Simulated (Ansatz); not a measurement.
The reference is AlN in the zinc blende structure (space group F-43m, No. 216; a = 4.3698 Å). Axes: x, y, z lie along the cube axes.

Calculations: r2SCAN (Ansatz, a first-principles code; PAW; 500 eV plane waves; without spin-orbit coupling).

Free-standing slabs (2 atom(s) a layer) normal to [110] with 15 Å of vacuum; in-plane cell held at bulk.

One change was made to it. Results:

The excess energy per area of both faces (slab less bulk energy over the cell's area: twice a surface energy) amounts to 4.05 J/m²; the band gap drops by 0.56 eV to 3.38 eV; the shortest interatomic distance decreases by 0.132 Å, from 1.892 Å to 1.760 Å; the gap character amounts to indirect, k = (0.182, 3/8, 0) in the run's primitive reciprocal basis → Γ.

What was done to the base?
(A) 2 layers
(B) 5 layers
(C) 6 layers

A, 2 layers. For comparison, the excess energy per area of both faces in the other runs: 5 layers gives 5.05 J/m²; 6 layers gives 5.04 J/m².

The excess energy carries the mismatch between the slab's and the bulk's meshes. No phonon test of stability was made. This is not the structure that AlN has at room temperature and ambient pressure. Labels are those of the standard path for the cell's own space group.
